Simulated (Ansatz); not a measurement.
Abridged Ansatz (an electronic-structure program) output:

```
Relaxation: its limit of steps is 50 (relax.max_steps)
Pseudopotential: W, paw, valence charge 14
Crystal: 1 atoms, lattice volume = 15.220 Å³
Basis set: ecut = 420 eV, 321 PW (Γ), exchange–correlation on 48×48×40 points (8 copies of the dense FFT grid, shifted against one another)
Bands: 11, of which v1, the nominal top of the filled ones, is band 7 counted from 1 (6 counted from 0)
Symmetry: 16 space group operations
k-points: 1800 of 24389
Functional: x = pbesol(κ = 0.804, μ = 0.12345679012345678), c = pbesol(β = 0.046)
SCF iter   1: F=—  HF=-10256.548417 eV  |F-HF|=—  |Δ(HF+E_count)|=         —  Δρ=2.26e-3  dr2=1.81e-4  ethr=1.77e-3  ⟨swp⟩=5.0  Hψ=103976  notcnv=0
SCF iter   2: F=—  HF=-10256.548218 eV  |F-HF|=—  |Δ(HF+E_count)|=   1.98e-4  Δρ=1.17e-3  dr2=4.82e-5  ethr=1.29e-6  ⟨swp⟩=2.2  Hψ=44585  notcnv=0
SCF 1 converged in 6 iterations: F = -10256.548253 eV  dr2 = 1.42e-10
relax step   1: F+E_penalty+E_count = -10256.54825295 eV  Δ(F+E_penalty+E_count) = +0.000e0 eV  max|allowed force component| = 0.000e0 eV/Å  Δτ_max = 0.0000 Å  P = +10.626 GPa  Ω = 15.220 Å³  fix = [a, b, gamma]  reactions: a +14.090, b +14.090 GPa  (6 SCF iters, dr2 threshold 1.00e-7 eV, accepted)
[... steps on the carried basis left out ...]
relax step   4: F+E_penalty+E_count = -10256.54938903 eV  Δ(F+E_penalty+E_count) = -6.135e-6 eV  max|allowed force component| = 0.000e0 eV/Å  Δτ_max = 0.0000 Å  P = +8.263 GPa  Ω = 15.323 Å³  energy of the carried Pulay correction = -4.300e-5 eV  fix = [a, b, gamma]  reactions: a +12.397, b +12.397 GPa  (2 SCF iters, dr2 threshold 1.00e-7 eV, accepted)
Crystal: 1 atoms, lattice volume = 15.323 Å³
SCF iter   1: F=—  HF=-10256.549432 eV  |F-HF|=—  |Δ(HF+E_count)|=         —  Δρ=8.97e-5  dr2=5.67e-8  ethr=7.04e-8  ⟨swp⟩=3.0  Hψ=158403  notcnv=0
SCF iter   2: F=—  HF=-10256.549433 eV  |F-HF|=—  |Δ(HF+E_count)|=   5.54e-7  Δρ=4.48e-5  dr2=1.36e-8  ethr=4.05e-10  ⟨swp⟩=2.1  Hψ=27529  notcnv=0
SCF 5 converged in 5 iterations: F = -10256.549433 eV  dr2 = 6.74e-14
SCF converged after 5 iterations
Free energy (F): -10256.549433 eV
Internal energy: -10256.533575 eV  (E = F + TS)
E sigma→0 (E₀):  -10256.541504 eV
Entropy (-TS):   -0.015858 eV (-15.858 meV/atom)
Fermi energy:    23.336755 eV
--- Forces (eV/Å), atoms counted from 1 ---
  atom   1  W      0.00000000     0.00000000     0.00000000
--- Stress (GPa, compression-positive) ---
       12.395622       0.000000       0.000000
        0.000000      12.395622       0.000000
        0.000000       0.000000      -0.004666
  P = ⅓ Tr σ = 8.2622 GPa (82.622 kbar)
--- Relaxed structure (4 steps of the walk, 3 accepted, 1 SCFs on fresh bases) ---
  cell:  # Å, volume = 15.3233 Å³
    - [3.0911324806, -4.5056085753665547e-113, -1.3371915304727938e-34]
    - [-4.5056085753665547e-113, 3.0911324806, -6.7563361539678e-35]
    - [1.5455662403, -1.5455662403, 1.603677166772672]
  atoms:
    - { symbol: W, position: [0.0, 0.0, 0.0] }
```

Problem. What was computed, and what are the main results?

Solution. W, 1 atom in the cell, with Ansatz, PBEsol, PAW, cutoff 420 eV, spin-orbit coupling left out. The last SCF converged to F = -10256.549433 eV, or -10256.5494 eV per atom, at a pressure of 8.26 GPa. The total energy compares only with runs of the same code, potentials and settings.

The cells carry an imposed strain or load. No phonon test of stability was made. All final runs are without spin polarisation. The cell was made from W in the bcc (W type) structure (space group Im-3m, No. 229) by this change: biaxial strain −2.00 %, plane normal [001], relaxed out of plane.

Keys are those of Ansatz 0.2.
